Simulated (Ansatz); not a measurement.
By PBEsol, the system below comes out a metal.

Consider the following.

```
CELL_PARAMETERS angstrom
      3.00854     0.00000     0.00000
      0.00000     4.25472     0.00000
      1.50427     2.12736     1.50427
ATOMIC_POSITIONS crystal
  Au 0.00000 0.00000 0.00000
```

The cell is strained (all lengths scaled by 1.02); by PBEsol it stands under a pressure of -15.0 GPa.

The current flows along the normal of the first two printed cell vectors, the (110) plane of the conventional cell. No spin-orbit coupling; the value is a mean over 0.1 eV about the Fermi level.

Task: Predict the ballistic conductance per area from PBEsol (Ansatz, an electronic-structure program).

Result: 0.84 × 10¹⁵ S/m² for both spins.
